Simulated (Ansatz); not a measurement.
## TaN under a change: isotropic strain −5.01 %

The reference is TaN in the rock salt structure (space group Fm-3m, No. 225; a = 4.3760 Å; relaxed with 0.1 eV smearing).

Perturbation: an isotropic linear strain of −5.01 %; the atoms relax in the strained cell.

Calculations: Kohn–Sham DFT with the PBEsol functional, run in Ansatz (a quantum-chemistry and plane-wave program) with PAW and 420 eV plane waves, no spin-orbit coupling. k-mesh 23×23×23 (Γ-centred); smearing 0.1 eV (Fermi–Dirac).

| quantity | base | changed | shift |
|---|---|---|---|
| volume per atom | 10.47 Å³ | 8.98 Å³ | -1.497 Å³ |
| space group | Fm-3m (No. 225) | Fm-3m (No. 225) | – |
| shortest interatomic distance | 2.188 Å | 2.078 Å | -0.110 Å |
| energy relative to the base (free energy F) | 0 meV/atom | +0.314 eV/atom | +0.314 eV/atom |
| pressure | 0.0 GPa | 77.1 GPa | +77.1 GPa |
| band gap | zero | zero | – |

Final structure:

```yaml
crystal:
  lattice:
    - [0.00000, 2.07836, 2.07836]
    - [2.07836, 0.00000, 2.07836]
    - [2.07836, 2.07836, 0.00000]
  atoms:
    - { symbol: N, position: [0.00000, 0.00000, 0.00000] }
    - { symbol: Ta, position: [0.50000, 0.50000, 0.50000] }
```

Stability against distortions was not tested. All final runs are without spin polarisation. This is not the structure that TaN has at room temperature and ambient pressure.
